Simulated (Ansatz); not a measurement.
Ansatz (a program for electronic structure) run on CrGa4 (I4mm, 5 atoms in the cell): self-consistent single point.

Computed with LDA (PW92), default PAW files made with PBE (plane waves; Ansatz).

The change in words: lattice scaled by 0.98; basis.ecutwfc: 420 eV → 565 eV. Reference geometry:
```
CELL_PARAMETERS angstrom
     -2.81304     2.81304     2.81304
      2.81304    -2.81304     2.81304
      2.81304     2.81304    -2.81304
ATOMIC_POSITIONS crystal
  Cr 0.00889 0.00889 0.00000
  Ga 0.00000 0.00000 0.50000
  Ga 0.00000 0.50000 0.00000
  Ga 0.50000 0.50000 0.50000
  Ga 0.50000 0.00000 0.00000
```

Reference input (self-consistent single point, DFT, LDA (PW92), plane waves, default PAW files made with PBE): basis.ecutwfc = 420 eV; kpoints.mp_grid.grid = 5 5 5; hamiltonian.xc = lda; hamiltonian.pseudopotentials = {kind: paw} (the program's default PAW files); scf.occupations.method = fermi_dirac; scf.occupations.width = 0.1 eV. This run's input differs from it in these lines:

Ansatz 0.2 input:
```diff
@@ -2,5 +2,5 @@
   lattice:
-    - [-2.81303500, 2.81303500, 2.81303500]
-    - [2.81303500, -2.81303500, 2.81303500]
-    - [2.81303500, 2.81303500, -2.81303500]
+    - [-2.75677400, 2.75677400, 2.75677400]
+    - [2.75677400, -2.75677400, 2.75677400]
+    - [2.75677400, 2.75677400, -2.75677400]
   atoms:
@@ -12,3 +12,3 @@
 basis:
-  ecutwfc: 420.0
+  ecutwfc: 565.0
 kpoints:
```

Output, abridged:

```
SCF iter   1: F=—  HF=-18151.860232 eV  |F-HF|=—  |Δ(HF+E_count)|=         —  Δρ=2.01e-2  dr2=3.88e-1  ethr=1.77e-3  ⟨swp⟩=5.9  Hψ=2386  notcnv=0
all-band conjugate gradients solve this SCF's bands
preconditioner: auto → Kerker (q_TF=auto, 2.622 Å⁻¹)
SCF iter   2: F=—  HF=-18151.833539 eV  |F-HF|=—  |Δ(HF+E_count)|=   2.67e-2  Δρ=8.68e-3  dr2=8.01e-2  ethr=5.89e-4  ⟨swp⟩=2.0  Hψ=969  notcnv=0  defer=1
   [... lines left out ...]
SCF iter   5: F=—  HF=-18151.827052 eV  |F-HF|=—  |Δ(HF+E_count)|=   3.93e-5  Δρ=2.13e-4  dr2=3.70e-5  ethr=5.27e-7  ⟨swp⟩=2.2  Hψ=1246  notcnv=0  defer=1
SCF iter   6: F=—  HF=-18151.827058 eV  |F-HF|=—  |Δ(HF+E_count)|=   5.78e-6  Δρ=4.90e-5  dr2=1.98e-6  ethr=5.60e-8  ⟨swp⟩=2.0  Hψ=1168  notcnv=0  defer=1
SCF iter   7: F=—  HF=-18151.827058 eV  |F-HF|=—  |Δ(HF+E_count)|=   1.06e-7  Δρ=2.63e-5  dr2=5.22e-7  ethr=3.00e-9  ⟨swp⟩=2.0  Hψ=1316  notcnv=0  defer=1
SCF iter   8: F=-18151.827058 eV  HF=-18151.827058 eV  |F-HF|=1.24e-8  |Δ(HF+E_count)|=   5.25e-8  Δρ=4.88e-6  dr2=3.51e-8  ethr=1.52e-10  ⟨swp⟩=3.3  Hψ=2720  notcnv=0
SCF 1 converged in 8 iterations: F = -18151.827058 eV  dr2 = 3.51e-8
Free energy (F): -18151.827058 eV
Internal energy: -18151.812225 eV  (E = F + TS)
E sigma→0 (E₀):  -18151.819641 eV
Entropy (-TS):   -0.014833 eV (-2.967 meV/atom)
Fermi energy:    10.447511 eV
--- Forces (eV/Å), atoms counted from 1 ---
  atom   1  Cr     0.00000000    -0.00000000    -0.85269181
  atom   2  Ga    -0.13739437    -0.13739437     0.21317371
  atom   3  Ga     0.13739437    -0.13739437     0.21317371
  atom   4  Ga     0.13739437     0.13739437     0.21317371
  atom   5  Ga    -0.13739437     0.13739437     0.21317371
--- Stress (GPa, compression-positive) ---
        0.473805       0.000000      -0.000000
        0.000000       0.473805      -0.000000
       -0.000000      -0.000000       0.364221
  P = ⅓ Tr σ = 0.4373 GPa (4.373 kbar)
  The stress holds the Pulay correction. Without it, at fixed plane waves, as pw.x and ABINIT print it: P = 0.4288 GPa
```

The run converged in 8 iterations. Against the reference run the free energy falls by 18.0 meV/atom, the pressure goes from -5.35 to 0.44 GPa and the largest force goes from 0.718 to 0.853 eV/Å.

The starting cell comes from a database of computed structures (which also holds hypothetical and non-ambient phases and stackings), without a prior relaxation at this level. Its lattice was rescaled by up to half a per cent. One atom was moved a little off its site on purpose. For this run, on top of that: lattice scaled by 0.98. Spin polarisation is off. Ansatz's pressure includes its estimate of the finite-basis (Pulay) stress.
